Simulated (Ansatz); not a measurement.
Base system: GaS in the beta-GaS type structure (space group P6_3/mmc, No. 194; a = 3.5906 Å, c = 15.4487 Å; layered, stacked along the Cartesian z axis).

The values are results of PBE-D3(BJ) (Ansatz, a program for electronic structure, PAW, no spin-orbit coupling), not measurements.

One change was made to it. Results:

| quantity | base | after |
|---|---|---|
| valley order (the lowest conduction-band minima on the path, energy above the VBM, named in the base's zone) | M (1/2, 0, 0) 1.56 eV; Γ 1.65 eV; K (1/3, 1/3, 0) 1.75 eV | M (1/2, 0, 0) 1.28 eV; K (1/3, 1/3, 0) 1.32 eV; Γ 1.74 eV |
| valence-band top at Γ (three highest levels, from the VBM) | 0.00, -1.42, -1.42 eV | 0.00, -1.51, -1.51 eV |
| width of the top valence band | 2.00 eV | 2.22 eV |

**Question.** Name the change that was made.
A. pressure 15 GPa
B. pressure 3 GPa
C. pressure −1 GPa

**Answer.** B, pressure 3 GPa. For comparison, the valley order in the other runs: pressure 15 GPa gives K (1/3, 1/3, 0) 0.48 eV; M (1/2, 0, 0) 0.89 eV; Γ 2.45 eV; pressure −1 GPa gives Γ 1.72 eV; M (1/2, 0, 0) 1.77 eV; K (1/3, 1/3, 0) 2.03 eV.

The levels and masses belong to the bands next to the band gap. Load acts through the strain it causes; cell and atoms are relaxed under it. Whether these cells are dynamically stable was not tested. No other phases were tried under pressure.
